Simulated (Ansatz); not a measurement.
System: O vacancy in monoclinic ZrO2 with all lengths changed by -1 % (charge state +2). The step: a nearby O atom hops onto the vacant site; the atom moves 2.43 Å along (-0.01, -0.12, -0.44) of the unit cell; the moving atom starts with neighbours O at 2.57, O at 2.63; Zr at 2.05, Zr at 2.06, Zr at 2.22 Å and ends with O at 2.53, O at 2.57; Zr at 2.08, 2 Zr at 2.11 Å. DFT values are from Ansatz (plane-wave PAW, 420 eV unless said) in a cell of 96 host sites, spin-restricted, static, with no finite-size correction. The charge state is imposed; whether it is stable for some Fermi level was not computed. Forms of the defect that were not tried may lie lower. For the PBE band: the saddle point's order was not checked.

```csv
Level,Forward barrier (eV),Cost of the band or of the saddle's single point
"CHGNet universal potential (has no charge state), its own band",0.44,-
"PBE, the Γ point alone, band relaxed",0.66,very roughly 30 core-minutes
"PBE, a 2×2×2 k-point mesh shifted by half a step, same geometries",0.66,around 6 core-minutes (rough)
```

Ansatz is a quantum-chemistry and plane-wave program.
